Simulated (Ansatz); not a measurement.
Results of r²SCAN (PAW; Ansatz, a quantum-chemistry and plane-wave program) for Al12W (Im-3, No. 204).

Numerical settings: plane-wave cutoff 600 eV, 12×12×12 k mesh, Fermi–Dirac smearing 0.049 eV (set by the program), no spin polarisation, scalar-relativistic PAW data made under PBE.

Computed at the level's own relaxed cell.

Elastic tensor (GPa, Voigt notation, ions relaxed):

```
  179.1    54.1    54.1     0.0     0.0     0.0
   54.1   179.1    54.1     0.0     0.0     0.0
   54.1    54.1   179.1     0.0     0.0     0.0
    0.0     0.0     0.0    63.7     0.0     0.0
    0.0     0.0     0.0     0.0    63.7     0.0
    0.0     0.0     0.0     0.0     0.0    63.7
```

Worked from these constants: the tetragonal shear constant is C′ = (C11 − C12)/2 = 62.5 GPa against C44 = 63.7 GPa, so the tetragonal shear is the softer. The Zener ratio C44/C′ is 1.02 (1 for an isotropic solid), and the Cauchy pressure C12 − C44 is -9.6 GPa. With C11 + 2C12 = 287.3 GPa all three Born conditions hold; they don't test modes at the zone boundary.

Spin–orbit coupling is not included.

Static lattice: no zero-point or thermal effects.
